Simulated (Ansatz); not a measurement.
## PbSe: pressure series

Base system: PbSe in the rock salt structure (space group Fm-3m, No. 225; a = 6.218 Å).

Cell and atoms are relaxed at each pressure.

Level of theory: PBE (Ansatz, a program for electronic structure, PAW, spin-orbit coupling left out), earlier PAW set.

```
case              band gap  volume per atom
----------------  --------  ---------------
base               0.44 eV         30.05 Å³
pressure −2 GPa    0.57 eV         31.51 Å³
pressure −1 GPa    0.50 eV         30.73 Å³
pressure 1.8 GPa   0.33 eV         28.99 Å³
pressure 4.2 GPa   0.19 eV         27.84 Å³
pressure 18 GPa       zero         23.81 Å³
pressure 45 GPa       zero         20.08 Å³
pressure 60 GPa       zero                …
```

### Question
What belongs in the blanks?

### Answer

- pressure 60 GPa, volume per atom: 18.82 Å³

A case with no gap was solved on a k-mesh chosen for an insulator, which is coarse for it. With Pb present, leaving out spin-orbit coupling can change the band edges. Load acts through the strain it causes; cell and atoms are relaxed under it. No phonon test of stability was made. No other phases were tried under pressure. The final runs are not spin-polarised. Gaps under 0.05 eV, about the width of the smearing, are given as zero. The zero or small gap of PbSe under pressure 4.2 GPa, PbSe under pressure 18 GPa, PbSe under pressure 45 GPa and PbSe under pressure 60 GPa can change with the level of theory.
